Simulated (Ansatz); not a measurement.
# A constructed model of the (110) surface of bcc W, p(2x2) layer of Bi, one a cell, on the site that continues the host's stacking (bottom of the slab: a bare face, its two planes held)

Calculation: PBE (plane waves to 420 eV, PAW; Ansatz, an electronic-structure program).

Slab: 25 atoms, 14.1 Å thick at the start with caps and adatoms; k 7x7x1, smearing 0.1 eV, dipole-corrected; 8 atoms held, the rest relaxed; held to the start's symmetry, so lower structures may exist; no spin, no spin-orbit, no U. It is one candidate, not shown to be the stable structure of the face.

```
Quantity                                                        Value
-----------------------------  --------------------------------------
work function of the top face                                 4.30 eV
energy released by relaxation                                 1.11 eV
cost                           about 16 core-minutes (a rough figure)
```
